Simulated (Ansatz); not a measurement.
Take BN in the zinc blende structure (space group F-43m, No. 216; a = 3.605 Å) as the base.

Modification: every B is replaced by Al; the structure is relaxed again.

Levels (all Ansatz, an electronic-structure program, PAW, earlier PAW set): PBEsol (420 eV, no SOC); r2SCAN (500 eV, no spin-orbit coupling).

The geometry is relaxed with PBEsol.

| Item | Result |
|---|---|
| PBEsol electron mass | 0.52 mₑ along k, 0.32 mₑ across (at X) |
| PBEsol smallest direct gap | 4.06 eV |
| PBEsol lowest conduction level above the VBM at special points | X 3.19 eV; Γ 4.06 eV; U 5.04 eV; K 5.04 eV |

Q: How does going to r2SCAN change the electron mass, smallest direct gap and lowest conduction level above the VBM at special points?

A: The electron mass changes from 0.52 mₑ along k, 0.32 mₑ across (at X) to 0.51 mₑ along k, 0.33 mₑ across (at X); the smallest direct gap rises by 0.73 eV, from 4.06 eV to 4.79 eV; the lowest conduction level above the VBM at special points changes from X 3.19 eV; Γ 4.06 eV; U 5.04 eV; K 5.04 eV to X 3.93 eV; Γ 4.79 eV; U 5.81 eV; K 5.81 eV.

Single points use the geometry relaxed with PBEsol. Effective masses come from finite differences of ±0.01 Å⁻¹. Along k means along the line from Γ to the band edge. Stability against distortions was not tested. This is not the structure that AlN has at room temperature and ambient pressure.
